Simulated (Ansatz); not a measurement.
Band structure of CoSi2 (Fm-3m, 3 atoms in the cell).

```xyz
3
Lattice="0.0000 2.6800 2.6800 2.6800 0.0000 2.6800 2.6800 2.6800 0.0000" Properties=species:S:1:pos:R:3 pbc="T T T"
Co     0.0000     0.0000     0.0000
Si     1.3400     1.3400     1.3400
Si     4.0200     4.0200     4.0200
```

Level of theory: PBE (plane waves, PAW; Ansatz, a program for electronic structure).

Settings: basis.ecutwfc = 420 eV; kpoints.mp_grid.grid = 14 14 14; hamiltonian.xc = pbe; hamiltonian.pseudopotentials = {kind: paw} (the program's default PAW files); scf.occupations.method = gaussian; scf.occupations.width = 0.272 eV; kpoints.band_path.npoints = 8.

The starting cell has typed, rounded lattice constants, without a prior relaxation at this level. Spin polarisation is off.

Levels in eV from the Fermi level, bands 10 to 16:
| point | 10 | 11 | 12 | 13 | 14 | 15 | 16 |
|---|---|---|---|---|---|---|---|
| Γ | -1.91 | 0.73 | 3.42 | 3.42 | 3.42 | 3.42 | 3.42 |
| X | -1.95 | -1.95 | -1.92 | -1.33 | 1.58 | 2.92 | 8.53 |
| W | -2.30 | -1.95 | -1.45 | -0.68 | 3.62 | 3.62 | 5.82 |
| K | -2.23 | -1.76 | -1.23 | -0.97 | 1.97 | 4.95 | 5.82 |
| L | -1.62 | -1.62 | -0.49 | -0.49 | 2.67 | 3.42 | 3.42 |
| U | -2.23 | -1.76 | -1.23 | -0.97 | 1.97 | 4.95 | 5.82 |

Bands cross the Fermi level along this path, so the cell is metallic at this level.

Keys are those of Ansatz 0.2.
